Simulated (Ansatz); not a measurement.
# C under a change: biaxial strain +1.25 %, plane normal [111], relaxed out of plane

The parent structure is C in the diamond structure (space group Fd-3m, No. 227; a = 3.554 Å). Axes: x, y, z lie along the cube axes.

Modification: biaxial strain +1.25 %, plane normal [111], relaxed out of plane (Cartesian); in-plane vectors clamped, the third vector and the atoms free.

Method: Ansatz (a program for electronic structure), PBEsol, PAW, cutoff 420 eV, without spin-orbit coupling. Settings: 16×16×16 k-points, 0.05 eV Fermi–Dirac smearing.

The space group changes from Fd-3m (No. 227) to R-3m (No. 166) and the shortest interatomic distance stays essentially unchanged (1.539 Å against 1.538 Å). The energy goes up by 6.7 meV/atom and the band gap falls by 0.08 eV (4.03 eV → 3.95 eV). The gap character comes out as indirect, Γ → F–Γ (25 % along) and the smallest direct gap falls by 0.21 eV (5.57 eV → 5.36 eV). The hole mass comes out as 0.19 mₑ out of plane, 0.64 mₑ in plane (at Γ) and the valence-band top at Γ (three highest levels, from the VBM) goes from 0.00, 0.00, 0.00 eV to 0.00, -0.03, -0.03 eV. The valley order (the lowest conduction-band minima on the path, energy above the VBM, named in the base's zone) goes from a point along ⟨100⟩, about 1.3 Å⁻¹ from Γ 4.03 eV to a point along [001], about 1.3 Å⁻¹ from Γ 3.95 eV; Γ 5.36 eV and the out-of-plane strain comes out as -0.14 %. The ratio −ε⊥/ε∥ amounts to 0.11 and the mean in-plane stress (compression positive) comes out as -15.0 GPa.

Effective masses come from finite differences of ±0.01 Å⁻¹. Whether these cells are dynamically stable was not tested. Labels are those of the standard path for the cell's own space group.
